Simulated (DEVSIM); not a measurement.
System: Schottky contact on n-type GaP, at 300 K.

Layer 1 from the left is GaP, thickness (μm) 0.680, Nd (cm⁻³) 4.1e16, τn (s) 1.5e-7, τp (s) 1.5e-7.

Left contact: Schottky, work function 5.35 eV, emission velocity 9e6 cm/s. Right contact: ohmic. Voltage is applied to the left contact. Recombination: SRH at mid-gap, Auger. Mobility is μmin + (μ − μmin)/(1 + (N/Nref)^α).

The device is made up for the run: typed textbook-type constants, with dimensions and the other settings drawn at random. Values at 300 K.

GaP: gap (eV) 2.26, affinity (eV) 3.8, permittivity 11.1, Nc (cm⁻³) 1.8e19, Nv (cm⁻³) 1.9e19, μn (cm²/Vs) 250, μp (cm²/Vs) 150, μn,min 10, μp,min 10, Nref,n 4.4e18, Nref,p 1e18, αn 0.8, αp 0.85, Cn (cm⁶/s) 1e-30, Cp (cm⁶/s) 1e-30.

Simulated with DEVSIM: 1D drift-diffusion, Boltzmann statistics, complete ionisation; no tunnelling, impact ionisation, image-force lowering or self-heating. Metal contacts follow the ideal Schottky-Mott rule: no Fermi-level pinning, no interface dipoles.

Dark forward current:

```
|V| (V)  |J| (A/cm²)
-------  -----------
0.35       1.370e-13
0.40       9.389e-13
0.45       6.443e-12
0.50       4.422e-11
0.55       3.034e-10
0.60        2.080e-9
0.65        1.425e-8
0.70        9.757e-8
0.75        6.671e-7
0.80        4.554e-6
0.85        3.104e-5
0.90       0.0002110
0.95        0.001431
1.00        0.009665
1.05         0.06493
1.10          0.4327
1.15           2.839
1.20           17.90
1.25           98.67
1.30           383.7
1.35           953.7
1.40            1733
1.45            2636
```

Task: Work out the local ideality factor n = ΔV / (kT/q · ln(J2/J1)) between the rows 0.35 and 0.40 V, 0.45 and 0.50 V, 1.40 and 1.45 V.

Result: kT/q = 25.85 mV. From 0.35 to 0.40 V: ln(9.389e-13/1.370e-13) = 1.925, n = 1.00, near the 1 of diffusion or emission over a barrier. From 0.45 to 0.50 V: ln(4.422e-11/6.443e-12) = 1.926, n = 1.00, near the 1 of diffusion or emission over a barrier. From 1.40 to 1.45 V: ln(2636/1733) = 0.419, n = 4.61; the layers' resistance at their doping, Σ W/(qμN) = 4.2e-5 Ω cm², would take 38 mV of this step of 50 mV.

Task: Estimate the current at 0.75 V for emission alone, J0 = q v N_band exp(−φB/kT), and read the barrier back from the simulated current.

Result: φB = 1.550 eV, N_band = 1.80e19 cm⁻³, J0 = 2.36e-19 A/cm²; J = J0 (exp(qV/kT) − 1) = 9.41e-7 A/cm². The simulation gives 6.67e-7 A/cm²; the estimate lies 41 % above. Read backwards, the simulated current gives an apparent barrier of 1.559 eV. The estimate leaves out transport through the depletion region and minority injection.
